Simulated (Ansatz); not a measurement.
```
CELL_PARAMETERS angstrom
      0.00000     1.91447     1.91447
      1.91447     0.00000     1.91447
      1.91447     1.91447     0.00000
ATOMIC_POSITIONS crystal
  Ir 0.00000 0.00000 0.00000
```

The numbers are results of r2SCAN, rigid bands (plane waves, PAW, scalar-relativistic; Ansatz, a program for electronic structure), not measurements. Condition of this run: functional r2SCAN on the same cell. Cell: cell and atoms relaxed with PBEsol.

Question: Predict the product ρ₀λ of resistivity and mean free path that follows from the Fermi surface's area.

Answer: 3.7 ×10⁻¹⁶ Ω·m².

Question: And the Drude plasma energy and the root-mean-square Fermi velocity at 300 K?

Answer: 10.9 eV; 8.7e5 m/s.

A metal at this level (no band gap); rigid bands, thermally averaged at 300 K, both spins. Spin-orbit coupling is left out, which matters with elements this heavy. τ is one relaxation time for all states; the product of resistivity and mean free path takes one path for all states instead.
